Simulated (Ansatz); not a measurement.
For YSi2 (model structure, started from the fluorite type, Fm-3m, No. 225, 3 atoms in the cell), PBE (Ansatz, a quantum-chemistry and plane-wave program, plane waves, PAW) gives:

| Quantity | Value |
|---|---|
| lattice constant a | 6.600 Å |
| enthalpy of formation | 0.186 eV/atom |

Problem. What does PBE-D3(BJ) (plane waves, PAW; Ansatz) give for the same quantities?

Solution. 
- lattice constant a: 6.511 Å (drops by 1.3 %)
- formation enthalpy: 0.180 eV/atom (drops by 0.006 eV/atom)

Changes are worked out from the printed values.

Unless a cell is named, each level is at its own relaxed cell (PBE 23.96, PBE-D3(BJ) 23.01 Å³/atom).

Ansatz's density-functional and Hartree–Fock values are scalar-relativistic unless marked +SOC, with PAW data made under PBE.

A model structure was made by putting elements into a prototype or built by hand; it is no filed structure, need not be a known phase, and can be a saddle point held by its symmetry.
